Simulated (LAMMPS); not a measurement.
LAMMPS 22 Jul 2025, classical MD, MEAM (library.meam): Si, 2744 atoms.

```
Item                                                                                          Result
-----------------------------------------------  ---------------------------------------------------
task                                                                                         MD, nve
potential                                                                         MEAM, library.meam
copies of the repeat unit                                                                      7×7×7
shape (slab and sphere leave vacuum in the box)                                                 bulk
steps                                                                                           2000
timestep                                                                                        1 fs
thermo                                                                                            50
newton                                                                                  on (default)
atom_modify sort (bins of 2 Å where set)                                              1000 (default)
comm_style                                                                           brick (default)
box                                                                             38.0 × 38.0 × 38.0 Å
start                                            generated diamond lattice, warmed in an untimed run
```

All runs start from one configuration, warmed at this fixed volume for 1000 steps under a thermostat at 900 K. The run at a skin of 2 Å has a mean temperature of 890 K and a mean pressure of 2.8 GPa.

One run each, on a shared machine, so no times are given.

With neigh_modify every 1 delay 0 check yes, skins of 0.1, 0.3, 0.5, 1, 1.5, 2, 3 Å were run. Further schedules:
- skin 1 Å, every 10 delay 0 check yes
- skin 1 Å, every 1 delay 10 check yes
- skin 0.3 Å, every 100 delay 0 check no
- skin 0.3 Å, every 10 delay 0 check yes
- skin 2 Å, every 20 delay 0 check no
- skin 1 Å, every 20 delay 0 check no
- skin 1 Å, every 100 delay 0 check no

A schedule rebuilds too seldom if it shows a dangerous build, rebuilds less often than the check at every step does at that skin, or fails.

Question: Name the settings that rebuild less often than the motion of the atoms asks.

Answer: With the check at every step the rebuilds are 692 at 0.1 Å, 275 at 0.3 Å, 162 at 0.5 Å, 60 at 1 Å, 12 at 1.5 Å, 0 at 2 Å, 0 at 3 Å. Too seldom: skin 1 Å, every 10 delay 0 check yes; skin 0.3 Å, every 100 delay 0 check no; skin 0.3 Å, every 10 delay 0 check yes; skin 1 Å, every 100 delay 0 check no.

```tsv
setting	rebuilds	dangerous builds	list entries an atom	change of the total energy (meV/atom)
skin 0.1 Å, every 1 delay 0 check yes	692	—	15.8	+0.0031
skin 0.3 Å, every 1 delay 0 check yes	275	—	16.7	+0.0031
skin 0.5 Å, every 1 delay 0 check yes	162	—	21.7	+0.0031
skin 1 Å, every 1 delay 0 check yes	60	—	28.0	+0.0031
skin 1.5 Å, every 1 delay 0 check yes	12	—	32.1	+0.0031
skin 2 Å, every 1 delay 0 check yes	0	—	42.8	+0.0031
skin 3 Å, every 1 delay 0 check yes	0	—	75.3	+0.0031
skin 1 Å, every 10 delay 0 check yes	53	0	28.0	+0.0031
skin 1 Å, every 1 delay 10 check yes	60	0	28.0	+0.0031
skin 0.3 Å, every 100 delay 0 check no	20	not counted	16.7	+0.0031
skin 0.3 Å, every 10 delay 0 check yes	200	200	16.7	+0.0031
skin 2 Å, every 20 delay 0 check no	100	not counted	42.9	+0.0031
skin 1 Å, every 20 delay 0 check no	100	not counted	28.0	+0.0031
skin 1 Å, every 100 delay 0 check no	20	not counted	28.0	+0.0031
```

Where the energy changes as in the checked runs, the late rebuilds cost nothing that shows in this run. List entries are as LAMMPS prints them (Ave neighs/atom).
